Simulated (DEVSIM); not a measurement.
# abrupt GaAs p-n junction

Device: abrupt GaAs p-n junction, at 350 K.

```
layer (left to right)  material  thickness (μm)  Nd (cm⁻³)  Na (cm⁻³)  τn (s)  τp (s)
---------------------  --------  --------------  ---------  ---------  ------  ------
1                          GaAs            14.0          -     7.4e16  6.4e-8  6.4e-8
2                          GaAs            80.0     1.7e17          -  6.4e-8  6.4e-8
```

Left contact: ohmic. Right contact: ohmic. Voltage is applied to the left contact. Recombination: SRH at mid-gap. Mobility is μmin + (μ − μmin)/(1 + (N/Nref)^α).

This is a model device: material constants are rounded textbook-type values typed into the input, and sizes, dopings and lifetimes were drawn at random. Values at 300 K; Nc and Nv go as T^1.5, mobilities as T to minus their exponent, the gap by Varshni's rule with the affinity fixed.

| parameter | GaAs |
|---|---|
| gap (eV) | 1.424 |
| affinity (eV) | 4.07 |
| permittivity | 12.9 |
| Nc (cm⁻³) | 4.7e17 |
| Nv (cm⁻³) | 9e18 |
| μn (cm²/Vs) | 8500 |
| μp (cm²/Vs) | 400 |
| μn,min | 500 |
| μp,min | 20 |
| Nref,n | 6e16 |
| Nref,p | 1.5e17 |
| αn | 0.39 |
| αp | 0.38 |
| T exponent of μn | 2.1 |
| T exponent of μp | 2.2 |
| Varshni α (eV/K) | 0.000541 |
| Varshni β (K) | 204 |

Model (solved in DEVSIM): 1D drift-diffusion, Boltzmann statistics, complete ionisation; no tunnelling, impact ionisation, image-force lowering or self-heating.

```
Quantity                                            Result
---------------------------------------------  -----------
Potential step across the device at zero bias      1.212 V
Largest field in the device at zero bias       130000 V/cm
Dark forward voltage at 1 A/cm²                    0.980 V
Dark forward voltage at 100 A/cm²                  1.138 V
```

Dark forward current:

(V (V), J (A/cm²)): (0.05, 3.5e-10); (0.10, 1.1e-9); (0.15, 2.9e-9); (0.20, 6.9e-9); (0.25, 1.7e-8); (0.30, 3.9e-8); (0.35, 9.4e-8); (0.45, 5.5e-7); (0.50, 1.4e-6); (0.55, 3.7e-6); (0.60, 1.1e-5); (0.65, 3.5e-5); (0.70, 0.00014); (0.75, 0.00060); (0.80, 0.0029); (0.85, 0.014); (0.90, 0.073); (0.95, 0.38); (1.00, 2.0); (1.05, 9.7); (1.10, 42); (1.20, 300); (1.25, 520); (1.30, 790); (1.35, 1100); (1.40, 1400); (1.45, 1800); (1.50, 2100)

Dark reverse current:

| V (V) | J (A/cm²) |
|---|---|
| -0.40 | -9.5e-10 |
| -1.00 | -1.9e-9 |
| -2.00 | -3.3e-9 |
| -3.00 | -4.5e-9 |
| -4.00 | -5.5e-9 |
| -6.00 | -7.3e-9 |
| -8.00 | -8.8e-9 |
| -10.00 | -1.0e-8 |
